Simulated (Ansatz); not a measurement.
Ansatz (a quantum-chemistry and plane-wave program) is run on V (Im-3m, 1 atom in the cell), and the run fails. The aim is a self-consistent single point with DFT, PBE, plane waves, PAW files.

Cell that was meant: a = 2.5570 Å, b = 2.5570 Å, c = 2.5570 Å, α = 109.47°, β = 109.47°, γ = 109.47°.

Part of the input:

Ansatz 0.2 input:
```yaml
    - [1.47628800, 1.47628800, -1.47628800]
  atoms:
    - { symbol: V, position: [0.00000000, 0.00000000, 0.00000000] }
basis:
  ecutwfc: 40
kpoints:
  mp_grid: { grid: [16, 16, 16] }
hamiltonian:
```

Output, abridged:

```
Error: inconsistent input (basis.ecutwfc, kpoints): the smallest per-k basis holds n_pw = 4 plane waves (k-point 102, counted from 0 among those solved) but the deck needs at least 8 band(s) per channel, and no run solves more bands than the smallest per-k basis has plane waves; raise basis.ecutwfc until the smallest per-k basis, which caps the automatic band count, holds at least 8 plane waves
```

Task: From the messages shown, name the fault and mend the input.

Result: The fault is this: a cutoff meant in Ry typed as a bare number, read as eV; here the program stops on it instead of giving results. To fix it, convert the value to the unit that the key expects. The program stopped before any SCF iteration.

The sound input it was made from differs as follows (other fixes are possible):
```diff
-basis:
-  ecutwfc: 40
```

With that input, the run converged in 7 iterations: free energy E − TS (on the zero of these files) -2912.3937 eV; Fermi level (on the code's own zero) 17.46 eV; pressure 8.90 GPa (DFT, PBE, plane waves, PAW files).

On the sound input: the starting cell comes from a database of computed structures (which also holds hypothetical and non-ambient phases and stackings), without a prior relaxation at this level. Its lattice was rescaled by a random factor within 2.5 % of one. Spin polarisation is off. With a pressure of about 9 GPa the cell is away from its equilibrium volume at this level. Ansatz's pressure includes its estimate of the finite-basis (Pulay) stress.
